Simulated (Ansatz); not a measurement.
# Pressure series in TaSi2

The reference is TaSi2 (space group P6_222, No. 180; a = 4.776 Å, c = 6.563 Å).

Cell and atoms are relaxed at each pressure.

Method: plane-wave PAW DFT at the r2SCAN level (Ansatz, a quantum-chemistry and plane-wave program, 500 eV), without spin-orbit coupling.

```tsv
case	shortest interatomic distance	c/a ratio	density
base	2.550 Å	1.374	9.11 g/cm³
pressure −2 GPa	2.558 Å	1.372	9.02 g/cm³
pressure −1 GPa	2.554 Å	1.373	9.06 g/cm³
pressure 0.3 GPa	2.549 Å	1.374	9.13 g/cm³
pressure 0.7 GPa	2.548 Å	1.375	9.14 g/cm³
pressure 1.5 GPa	2.545 Å	1.375	9.18 g/cm³
pressure 3 GPa	2.539 Å	1.376	9.25 g/cm³
pressure 5 GPa	2.533 Å	1.378	9.34 g/cm³
pressure 7.5 GPa	2.525 Å	1.379	9.44 g/cm³
pressure 10 GPa	2.517 Å	1.381	9.54 g/cm³
```

Load acts through the strain it causes; cell and atoms are relaxed under it. No phonon test of stability was made. No other phases were tried under pressure. All final runs are without spin polarisation. An odd electron count without spin: TaSi2.
